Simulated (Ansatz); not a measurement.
The parent structure is Cs2AlTlH6 (space group Fm-3m, No. 225; a = 8.689 Å; a cell from a computed database, its experimental status unchecked). Axes: x, y, z lie along the cube axes.

The values are results of PBEsol (Ansatz, a program for electronic structure; PAW; 420 eV plane waves; scalar-relativistic without spin-orbit coupling), not measurements.

A first run, uniaxial strain ε_zz = +0.68 %, gives secant values C11 ≈ 53 GPa and C12 ≈ 13 GPa from its stress. A second run applies biaxial strain −1.79 %, plane normal [001], relaxed out of plane.

**Question.** What does linear elasticity predict for −ε⊥/ε∥ in the second run, and what does the run give?

**Answer.** Linear elasticity: 2 C12/C11 = 0.49. The run gives 0.54; any difference comes from nonlinear terms at these strains and numerical noise.

Stability against distortions was not tested.
